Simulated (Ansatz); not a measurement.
An Ansatz (a first-principles code) run: Sc with a change (pressure 0.3 GPa); Ansatz PBE, no spin-orbit coupling.

Input:

Ansatz 0.2 input:
```yaml
crystal:
  lattice:
    - [3.3194259364, 0, 0]
    - [-1.6597129682, 2.8747071869, 0]
    - [0, 0, 5.1663746387]
  atoms:
    - { symbol: Sc, position: [0.3333333333, 0.6666666667, 0.75] }
    - { symbol: Sc, position: [0.6666666667, 0.3333333333, 0.25] }
basis: { ecutwfc: 420, ecutrho_ratio: 4, xc_grid: 2, fft_grid_basis: typed }
kpoints: { mp_grid: { grid: [16, 16, 9] } }
hamiltonian:
  xc: pbe
  dispersion: none
  pseudopotentials: { kind: paw }
scf: { occupations: { method: fermi_dirac, width: 0.05 } }
relax: { f_tol: 0.01, max_steps: 60, cell: { stress_tol: 0.02, p_target: 0.3 } }
output: { forces: true, stress: true }
checkpoint: { write: state.ck, write_every: 1000 }
```

Output (explanatory and most iteration lines left out):

```
Relaxation: its limit of steps is 60 (relax.max_steps)
Pseudopotential: Sc, paw, valence charge 11
Crystal: 2 atoms, lattice volume = 49.299 Å³
Basis set: ecut = 420 eV, 965 PW (Γ), exchange–correlation on 48×48×72 points (8 copies of the dense FFT grid, shifted against one another)
Bands: 15, of which v1, the nominal top of the filled ones, is band 11 counted from 1 (10 counted from 0)
Symmetry: 24 space group operations
Space group: P63/mmc (ITA 194), of the structure as read, at distance tolerance 3.7e-5 Å
k-points: 150 of 2304
Functional: x = pbe(κ = 0.804, μ = 0.2195149727645171), c = pbe(β = 0.06672455060314922)
SCF iter   1: F=—  HF=-4271.635455 eV  |F-HF|=—  |Δ(HF+E_count)|=         —  Δρ=2.08e-3  dr2=2.03e-3  ethr=1.77e-3  ⟨swp⟩=3.3  Hψ=9463  notcnv=0
SCF iter   2: F=—  HF=-4271.634711 eV  |F-HF|=—  |Δ(HF+E_count)|=   7.43e-4  Δρ=1.27e-3  dr2=8.58e-4  ethr=9.21e-6  ⟨swp⟩=1.0  Hψ=3477  notcnv=0
SCF 1 converged in 6 iterations: F = -4271.634661 eV  dr2 = 1.72e-10
relax step   1: F+E_penalty+E_count = -4271.63466125 eV  Δ(F+E_penalty+E_count) = +0.000e0 eV  max|allowed force component| = 5.089e-17 eV/Å  Δτ_max = 0.0000 Å  P = -0.005 GPa  Ω = 49.299 Å³  (6 SCF iters, dr2 threshold 1.00e-7 eV, accepted)
[... steps on the carried basis left out ...]
relax step   4: F+E_penalty+E_count = -4271.63441118 eV  Δ(F+E_penalty+E_count) = +4.028e-5 eV  max|allowed force component| = 8.789e-17 eV/Å  Δτ_max = 0.0000 Å  P = +0.300 GPa  Ω = 49.026 Å³  stress off target by 4.74e-3 GPa  SCF on the basis re-selected at this cell (its energy is not comparable with the rows above)  (8 SCF iters)
SCF converged after 8 iterations
Free energy (F): -4271.634411 eV
Internal energy: -4271.600803 eV  (E = F + TS)
E sigma→0 (E₀):  -4271.617607 eV
Entropy (-TS):   -0.033609 eV (-16.804 meV/atom)
Fermi energy:    9.317423 eV
--- Forces (eV/Å), atoms counted from 1 ---
  atom   1  Sc     0.00000000    -0.00000000     0.00000000
  atom   2  Sc    -0.00000000     0.00000000     0.00000000
--- Stress (GPa, compression-positive) ---
        0.301721       0.000000       0.000000
        0.000000       0.301721       0.000000
        0.000000       0.000000       0.295265
  P = ⅓ Tr σ = 0.2996 GPa (2.996 kbar)
--- Relaxed structure (3 steps of the walk, 3 accepted, 1 SCFs on fresh bases) ---
  cell:  # Å, volume = 49.0261 Å³
    - [3.313481687572605, 0.0, 0.0]
    - [-1.6567408437863025, 2.869559316412408, 0.0]
    - [0.0, 0.0, 5.156172427966558]
  atoms:
    - { symbol: Sc, position: [0.3333333333333333, 0.6666666666666666, 0.7499999999999999] }
    - { symbol: Sc, position: [0.6666666666666666, 0.3333333333333333, 0.24999999999999997] }
```

Load acts through the strain it causes; cell and atoms are relaxed under it. No phonon test of stability was made. The final runs are not spin-polarised. The cell was made from Sc in the hcp (Mg type) structure (space group P6_3/mmc, No. 194) by this change: pressure 0.3 GPa.
